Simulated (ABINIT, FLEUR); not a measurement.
A FLEUR input for a self-consistent single point of B₆Pb (Pm-3m, 7 atoms in the cell) (DFT, LDA (Perdew-Zunger), all-electron FLAPW (FLEUR), scalar-relativistic valence):

Input of the input generator:

```
B6Pb
&input film=f /
4.0695210000 0.0000000000 0.0000000000
0.0000000000 4.0695210000 0.0000000000
0.0000000000 0.0000000000 4.0695210000
1.8897261246
1.0 1.0 1.0

7
5 0.2030000000 0.5000000000 0.5000000000
5 0.7970000000 0.5000000000 0.5000000000
5 0.5000000000 0.2030000000 0.5000000000
5 0.5000000000 0.7970000000 0.5000000000
5 0.5000000000 0.5000000000 0.2030000000
5 0.5000000000 0.5000000000 0.7970000000
82 -0.0000000000 0.0000000000 0.0000000000

&comp jspins=1 /
&exco xctyp='pz' /
&kpt div1=4 div2=4 div3=4 gamma=t /
&end /
```

```xml
<?xml version="1.0" encoding="UTF-8" standalone="no"?>
<fleurInput fleurInputVersion="0.39">
   <comment>
      B6Pb                                                                                                
   </comment>
   <calculationSetup>
      <cutoffs Kmax="4.1" Gmax="12.3" GmaxXC="12.3" numbands="0"/>
      <scfLoop itmax="100" minDistance="0.00001" maxIterBroyd="25" imix="Anderson" alpha="0.05" precondParam="0.0" spinf="2.0"/>
      <coreElectrons ctail="T" frcor="F" kcrel="0" coretail_lmax="0"/>
      <xcFunctional name="pz" relativisticCorrections="F"/>
      <magnetism jspins="1"/>
      <soc l_soc="F" theta="0.0" phi="0.0" spav="F"/>
      <expertModes spex="0" secvar="F"/>
      <geometryOptimization l_f="T" forcealpha="1.0" forcemix="BFGS" epsdisp="0.00001" epsforce="0.00001"/>
      <ldaU l_linMix="F" mixParam="0.05" spinf="1.0"/>
   </calculationSetup>
   <cell>
      <bzIntegration valenceElectrons="32.0" mode="hist" fermiSmearingEnergy="0.0001">
         <kPointListSelection listName="default-1"/>
         <!-- k-points included here -->
         <xi:include xmlns:xi="http://www.w3.org/2001/XInclude" href="kpts.xml"> </xi:include>
      </bzIntegration>
      <!-- symmetry operations included here -->
      <xi:include xmlns:xi="http://www.w3.org/2001/XInclude" href="sym.xml"> </xi:include>
      <bulkLattice scale="1.0">
         <bravaisMatrix>
            <row-1>    7.6902801483083163     0.0000000000000000     0.0000000000000000</row-1>
            <row-2>    0.0000000000000000     7.6902801483083163     0.0000000000000000</row-2>
            <row-3>    0.0000000000000000     0.0000000000000000     7.6902801483083163</row-3>
         </bravaisMatrix>
      </bulkLattice>
   </cell>
   <atomSpecies>
      <species name="Boron (B)" element="B" atomicNumber="5">
         <mtSphere radius="1.45" gridPoints="513" logIncrement="0.02"/>
         <atomicCutoffs lmax="6" lnonsphr="4"/>
         <electronConfig flipSpins="F">
            <coreConfig>(1s1/2)</coreConfig>
            <valenceConfig>(2s1/2) (2p1/2) (2p3/2)</valenceConfig>
            <stateOccupation state="(2p1/2)" spinUp="0.1666666666667" spinDown="0.1666666666667"/>
            <stateOccupation state="(2p3/2)" spinUp="0.3333333333333" spinDown="0.3333333333333"/>
         </electronConfig>
         <energyParameters s="2" p="2" d="3" f="4"/>
      </species>
      <species name="Lead (Pb)" element="Pb" atomicNumber="82">
         <mtSphere radius="2.63" gridPoints="925" logIncrement="0.015"/>
         <atomicCutoffs lmax="10" lnonsphr="8"/>
         <electronConfig flipSpins="F">
            <coreConfig>(1s1/2) (2s1/2) (2p1/2) (2p3/2) (3s1/2) (3p1/2) (3p3/2) (4s1/2) (3d3/2) (3d5/2) (4p1/2) (4p3/2) (5s1/2) (4d3/2) (4d5/2) (4f5/2) (4f7/2) (5p1/2) (5p3/2)</coreConfig>
            <valenceConfig>(6s1/2) (5d3/2) (5d5/2) (6p1/2) (6p3/2)</valenceConfig>
            <stateOccupation state="(6p1/2)" spinUp="0.3333333333333" spinDown="0.3333333333333"/>
            <stateOccupation state="(6p3/2)" spinUp="0.6666666666667" spinDown="0.6666666666667"/>
         </electronConfig>
         <energyParameters s="6" p="6" d="6" f="5"/>
         <lo type="SCLO" l="2" n="5" eDeriv="0"/>
      </species>
   </atomSpecies>
   <atomGroups>
      <atomGroup species="Boron (B)">
         <relPos label="                   1">.2030000000 1.000/2.000 1.000/2.000</relPos>
         <relPos label="                   2">-.2030000000 1.000/2.000 1.000/2.000</relPos>
         <relPos label="                   3">1.000/2.000 .2030000000 1.000/2.000</relPos>
         <relPos label="                   4">1.000/2.000 -.2030000000 1.000/2.000</relPos>
         <relPos label="                   5">1.000/2.000 1.000/2.000 .2030000000</relPos>
         <relPos label="                   6">1.000/2.000 1.000/2.000 -.2030000000</relPos>
         <force calculate="T" relaxXYZ="TTT"/>
      </atomGroup>
      <atomGroup species="Lead (Pb)">
         <relPos label="                   7">.0000000000 .0000000000 .0000000000</relPos>
         <force calculate="T" relaxXYZ="TTT"/>
      </atomGroup>
   </atomGroups>
   <output dos="F" band="F" slice="F">
      <checks vchk="F" cdinf="F"/>
      <bandDOS minEnergy="-.5*Htr" maxEnergy="0.5*Htr" sigma="0.015" storeEVData="T"/>
      <vacuumDOS vacdos="F" integ="F" star="F" nstars="0" locx1="0.0" locy1="0.0" locx2="0.0" locy2="0.0" nstm="0" tworkf="0.0"/>
      <unfoldingBand unfoldBand="F" supercellX="1" supercellY="1" supercellZ="1"/>
      <plotting iplot="0" polar="F">
         <plot TwoD="T" vec1="  1.0  0.0  0.0" vec2="  0.0  1.0  0.0" vec3="  0.0  0.0  1.0" zero="  0.0  0.0  0.0" file="plot"/>
      </plotting>
      <chargeDensitySlicing numkpt="0" minEigenval="0.0" maxEigenval="0.0" nnne="0" pallst="F"/>
      <specialOutput eonly="F"/>
      <magneticCircularDichroism mcd="F" energyLo="-10.0" energyUp="0.0"/>
   </output>
  <!-- We include the file relax.xml here to enable relaxations (see documentation) -->
  <xi:include xmlns:xi="http://www.w3.org/2001/XInclude" href="relax.xml"> <xi:fallback/> </xi:include>
</fleurInput>
```

Task: Give the ABINIT input for the same structure, mesh, smearing and functional.

Result: This is the input that was run; spellings and numerical settings could be chosen otherwise.

```
# B6Pb, PseudoDojo nc-sr-04 LDA standard
pp_dirpath "./"
pseudos "B.upf, Pb.upf"
acell 7.6902801484 7.6902801484 7.6902801484
rprim
         1.0000000000    0.0000000000    0.0000000000
         0.0000000000    1.0000000000    0.0000000000
         0.0000000000    0.0000000000    1.0000000000
natom 7
ntypat 2
znucl 5 82
typat 1 1 1 1 1 1 2
xcart
         1.5611268701    3.8451400742    3.8451400742
         6.1291532783    3.8451400742    3.8451400742
         3.8451400742    1.5611268701    3.8451400742
         3.8451400742    6.1291532783    3.8451400742
         3.8451400742    3.8451400742    1.5611268701
         3.8451400742    3.8451400742    6.1291532783
         0.0000000000    0.0000000000    0.0000000000
ecut 38
occopt 1
nband 19
kptopt 1
ngkpt 4 4 4
nshiftk 1
shiftk 0 0 0
nstep 60
tolvrs 1.0e-11
diemac 12
prtwf 0
prtden 0
enunit 1
```

Basis, cutoffs, solver keys and any potentials are the target program's own. This input uses DFT, LDA (PW92), plane waves, norm-conserving pseudopotentials (PseudoDojo nc-sr-04 LDA standard). LDA parametrisations can differ slightly between programs.

The starting cell comes from a database of computed structures (which also holds hypothetical and non-ambient phases and stackings), without a prior relaxation at this level. Its lattice was rescaled by a random factor within 2.5 % of one. For this run, on top of that: lattice scaled by 0.98.
